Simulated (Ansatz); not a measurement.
Consider InP (space group Pm-3n, No. 223; a = 7.241 Å; a hypothetical phase, not in the database extracts checked).

The values are results of Ansatz (an electronic-structure program), PBEsol, PAW, cutoff 420 eV, no SOC, not measurements.

For the base:

The hole mass is 0.047, 1.9, 1.9 mₑ (at Γ) and the valley order comes out as Γ 0.65 eV.

One thing is altered: a hydrostatic pressure of 7.5 GPa.

**Question.** Predict the new hole mass.

**Answer.** The hole mass (degenerate bands, along [100]) becomes 0.074, 1.6, 1.6 mₑ (at Γ) (base: 0.047, 1.9, 1.9 mₑ (at Γ)).

**Question.** Predict the new valley order.

**Answer.** The valley order (the lowest conduction-band minima on the path, energy above the VBM, named in the base's zone) goes from Γ 0.65 eV to a point along ⟨100⟩, about 0.3 Å⁻¹ from Γ 1.14 eV; Γ 1.23 eV.

The levels and masses belong to the bands next to the band gap. Load acts through the strain it causes; cell and atoms are relaxed under it. Effective masses come from finite differences of ±0.01 Å⁻¹. No phonon test of stability was made. No other phases were tried under pressure.
